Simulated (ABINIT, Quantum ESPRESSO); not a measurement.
An ABINIT input for a self-consistent single point of IrRh3 (Pm-3m, 4 atoms in the cell) (DFT, PBEsol, plane waves, PAW (JTH v2.0 PBE PAW, files made for PBE)):

```
# IrRh3, JTH v2.0 PBE PAW
pp_dirpath "./"
pseudos "Ir.GGA_PBE-JTH.xml, Rh.GGA_PBE-JTH.xml"
acell 3.8170600000 3.8170600000 3.8170600000 Angstrom
rprim
         1.0000000000    0.0000000000    0.0000000000
         0.0000000000    1.0000000000    0.0000000000
         0.0000000000    0.0000000000    1.0000000000
natom 4
ntypat 2
znucl 77 45
typat 1 2 2 2
xred
         0.0000000000    0.0000000000    0.0000000000
         0.0000000000    0.5000000000    0.5000000000
         0.5000000000    0.0000000000    0.5000000000
         0.5000000000    0.5000000000    0.0000000000
ecut 42 Ry
pawecutdg 84 Ry
ixc -116133
occopt 3
tsmear 0.1 eV
nband 42
kptopt 1
ngkpt 6 6 6
nshiftk 1
shiftk 0 0 0
nstep 80
tolvrs 1.0e-12
prtwf 0
prtden 0
enunit 1
```

Problem. Give the Quantum ESPRESSO input for the same structure, mesh, smearing and functional.

Solution. This is the input that was run; spellings and numerical settings could be chosen otherwise.

```fortran
&control
   calculation = 'scf',
   prefix = 'IrRh3',
   outdir = './out',
   pseudo_dir = './',
   tprnfor = .true.,
   tstress = .true.,
/
&system
   ibrav = 0,
   celldm(1) = 7.213198001,
   nat = 4,
   ntyp = 2,
   ecutwfc = 40,
   ecutrho = 320,
   occupations = 'smearing',
   smearing = 'fd',
   degauss = 0.0073499,
/
&electrons
   conv_thr = 1e-10,
   mixing_beta = 0.7,
/
ATOMIC_SPECIES
Ir   192.2170  ir_pbesol_v1.2.uspp.F.UPF
Rh   102.9055  rh_pbesol_v1.4.uspp.F.UPF
ATOMIC_POSITIONS crystal
Ir    0.000000000    0.000000000    0.000000000
Rh    0.000000000    0.500000000    0.500000000
Rh    0.500000000    0.000000000    0.500000000
Rh    0.500000000    0.500000000    0.000000000
K_POINTS automatic
6 6 6  0 0 0
CELL_PARAMETERS alat
   1.000000000     0.000000000     0.000000000
   0.000000000     1.000000000     0.000000000
   0.000000000     0.000000000     1.000000000
```

Basis, cutoffs, solver keys and any potentials are the target program's own. This input uses DFT, PBEsol, plane waves, GBRV 1.5 ultrasoft (PBESOL) pseudopotentials.

The starting cell comes from a database of computed structures (which also holds hypothetical and non-ambient phases and stackings), without a prior relaxation at this level.
